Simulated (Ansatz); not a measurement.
# Effect of x(Hf) = 0.25, 12 atoms, Immm on TiB2

Take TiB2 (space group P6/mmm, No. 191; a = 3.032 Å, c = 3.224 Å) as the base.

The other end (x = 1) is HfB$_{2}$ (space group P6/mmm, No. 191): 9.96 Å³/atom, gap zero.

It is then changed as follows: a fraction x = 0.25 of the Ti sites is given to Hf, ordered in a cell of 12 atoms (starting symmetry Immm) and fully relaxed.

Method: PBE (Ansatz, an electronic-structure program; PAW; 420 eV plane waves; no SOC), earlier PAW set. Settings: 12×12×12 k-points, 0.05 eV Fermi–Dirac smearing, for the changed cell.

- Shortest interatomic distance = 1.743 Å (base 1.750 Å)
- Band gap = zero (base zero)
- Mixing energy = +0.02 eV/atom (to 0.01 eV only: unlike meshes or grids)
- Deviation of the volume from the linear (Vegard-type) interpolation = +0.3 %

Final structure:

```
HfTi3B8
1.0
   -1.53165     2.65129     6.59971
    1.53165    -2.65129     6.59971
    1.53165     2.65129    -6.59971
Hf Ti B
1 3 8
Direct
  0.00000   0.00000   0.00000
  0.50000   0.50000   0.00000
  0.75012   0.75012   0.00000
  0.24988   0.24988   0.00000
  0.46364   0.12796   0.33569
  0.96008   0.62927   0.33081
  0.20773   0.87204   0.33569
  0.70154   0.37073   0.33081
  0.29846   0.62927   0.66919
  0.79227   0.12796   0.66431
  0.03992   0.37073   0.66919
  0.53636   0.87204   0.66431
```

These are small ordered cells, not random alloys; other orderings at the same x differ. Whether these cells are dynamically stable was not tested. The final runs are not spin-polarised.
